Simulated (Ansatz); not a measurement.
## Point defects in ZrSe2

Start from a 9-atom supercell of ZrSe2 in the CdI2 type structure (space group P-3m1, No. 164; layered, stacked along the Cartesian z axis) at its relaxed geometry.

```
CELL_PARAMETERS angstrom
      5.60268    -3.23471     0.00000
      0.00000     6.46942     0.00000
     -1.86756    -3.23471     6.03104
ATOMIC_POSITIONS crystal
  Zr 0.00000 0.00000 0.00000
  Zr 0.66667 0.33333 0.00000
  Zr 0.33333 0.66667 0.00000
  Se 0.08836 0.51006 0.26509
  Se 0.75503 0.84340 0.26509
  Se 0.42170 0.17673 0.26509
  Se 0.57830 0.82327 0.73491
  Se 0.24497 0.15660 0.73491
  Se 0.91164 0.48994 0.73491
```

One neutral defect a cell, atoms relaxed at fixed cell.

The values are results of PBE-D3(BJ), PAW, 420 eV (Ansatz, an electronic-structure program; spin-orbit coupling left out), earlier PAW set, not measurements.

```tsv
change	largest displacement of a host atom from its site in the perfect cell	pressure
perfect supercell	–	0.0 GPa
Se on a Zr site (antisite), symmetric start	0.05 Å	0.6 GPa
H interstitial (started 2.58 Å from the nearest host atom), symmetric start	0.21 Å	-1.0 GPa
Se vacancy	0.34 Å	0.5 GPa
Os on a Se site	0.21 Å	-3.4 GPa
```

In so small a cell the defect repeats every few ångströms: this is an ordered compound, not a dilute defect. Defects with a symmetric start kept the site's symmetry and may sit on a saddle; the others started slightly shaken. All final runs are without spin polarisation.
